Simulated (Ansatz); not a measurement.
GaP (F-43m), HSE06 with spin-orbit coupling, rigid bands in Ansatz (an electronic-structure program): N_c = 4.22e19 cm⁻³ at 300 K and an electron conductivity mass of 0.345 mₑ.

**Question.** For 1e16 electrons per cm³ at 300 K, place the Fermi level, estimate the Seebeck coefficient of a parabolic band with constant τ, and give mobility and conductivity for τ = 50 fs.

**Answer.** The level lies k_BT ln(N_c/n) = 0.216 eV below the conduction-band minimum. S ≈ −(k_B/e)[ln(N_c/n) + 5/2] = -935 μV/K, against -923 μV/K from the full bands (mean over directions). μ = eτ/m = 255 cm²/(V·s) and σ = neμ = 0.408 S/cm. τ is assumed, not computed.

Band transport and this doping are assumed; polarons and phonon drag are left out. Geometry: cell and atoms relaxed with PBEsol.
